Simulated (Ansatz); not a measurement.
Start from CsGeBr$_{3}$ in the cubic perovskite structure (space group Pm-3m, No. 221; a = 5.475 Å; a cell from a computed database, its experimental status unchecked). Axes: x, y, z lie along the cube axes.

Perturbation: biaxial strain +0.89 %, plane normal [001], relaxed out of plane (Cartesian); in-plane vectors clamped, the third vector and the atoms free.

Levels (all Ansatz, a first-principles code, PAW): PBEsol (420 eV, spin-orbit coupling left out); r2SCAN (500 eV, no SOC).

The geometry is relaxed with PBEsol.

| Item | Result |
|---|---|
| PBEsol pressure | -0.37 GPa |
| PBEsol band gap | 0.39 eV |
| PBEsol gap character | direct at A |

Predict the pressure, band gap and gap character from r2SCAN.

The pressure grows by 1.014 GPa, from -0.37 GPa to 0.65 GPa; the band gap goes up by 0.17 eV, from 0.39 eV to 0.56 eV; the gap character stays direct at A.

Single points use the geometry relaxed with PBEsol. Their cutoffs differ, which shifts pressures a little. No phonon test of stability was made. Many cubic perovskites are stable only at high temperature; tilts and polar distortions were not tested. Labels are those of the standard path for the cell's own space group.
